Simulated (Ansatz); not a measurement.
The parent structure is CdF₂ in the fluorite structure (space group Fm-3m, No. 225; a = 5.384 Å). Axes: x, y, z lie along the cube axes.

Calculations: PBEsol, PAW, 420 eV (Ansatz, a quantum-chemistry and plane-wave program; no spin-orbit coupling).

Base values:

| Quantity | Value |
|---|---|
| Shortest interatomic distance | 2.331 Å |

Modification: biaxial strain −3.00 %, plane normal [001], relaxed out of plane (Cartesian); in-plane vectors clamped, the third vector and the atoms free.

Task: What does the calculation give for the ratio −ε⊥/ε∥ after the change?

Result: The ratio −ε⊥/ε∥ amounts to 0.84.

Task: What happens to the energy relative to the base?

Result: The energy rises by 15 meV/atom.

Task: How does this affect the shortest interatomic distance?

Result: The shortest interatomic distance shrinks by 0.026 Å to 2.305 Å.

Stability against distortions was not tested.
